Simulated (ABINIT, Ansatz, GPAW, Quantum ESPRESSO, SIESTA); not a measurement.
One structure in several programs: NiSi2 (Fm-3m, 3 atoms in the cell)

Self-consistent single point.

```
CELL_PARAMETERS angstrom
      0.00000     2.66902     2.66902
      2.66902     0.00000     2.66902
      2.66902     2.66902     0.00000
ATOMIC_POSITIONS crystal
  Si 0.25000 0.25000 0.25000
  Si 0.75000 0.75000 0.75000
  Ni 0.00000 0.00000 0.00000
```

Shared settings, as Ansatz (an electronic-structure program) writes them: kpoints.mp_grid.grid = 6 6 6; scf.occupations.method = gaussian; scf.occupations.width = 0.136 eV. Potentials and cutoffs stand in the table.

```
code                                                                                                                                model  pressure (GPa)       cutoff
----------------  -----------------------------------------------------------------------------------------------------------------------  --------------  -----------
ABINIT                                                           PBE, norm-conserving pseudopotentials (PseudoDojo nc-sr-05 PBE standard)           10.81      1333 eV
Quantum ESPRESSO                                                                         PBE, SSSP 1.1.2 precision (PBE) pseudopotentials           11.07        65 Ry
GPAW                                                                                         PBE, GPAW PAW datasets PBE (gpaw-data 1.0.1)           12.25       850 eV
SIESTA            GGA PBE, numerical atomic orbitals DZP, PseudoDojo PBE standard norm-conserving potentials (rewritten from UPF to PSML)           10.42  grid 400 Ry
Ansatz                                                                                                             PBE, default PAW files           10.69       420 eV
```

On Ansatz's run: spin polarisation is off.

The spread over the programs that give each value: pressure within 1.83 GPa.

SIESTA uses small atom-centred bases, whose incompleteness enters pressures, forces and empty levels differently from a plane-wave cutoff. Ansatz's pressure is given at a fixed set of plane waves, as the other plane-wave codes print theirs; with its correction for the finite basis it is 10.75 GPa. In the pressure, GPAW (by 1.31) lies more than 1 GPa from the median of the plane-wave programs.

On the base mesh (9 9 9) the same programs gave: Ansatz pressure 10.22 GPa; Quantum ESPRESSO pressure 10.63 GPa; ABINIT pressure 10.35 GPa; GPAW pressure 11.70 GPa; SIESTA pressure 9.88 GPa.

The values differ from the base mesh's, so the mesh still matters here: the table compares the programs at equal settings.

The starting cell has typed, rounded lattice constants, without a prior relaxation at this level. Its lattice was rescaled by a random factor within 2.5 % of one.

Left out of this page: CP2K (on another mesh); Elk and FLEUR (not drawn, or without a comparable value).

Keys are those of Ansatz 0.2.
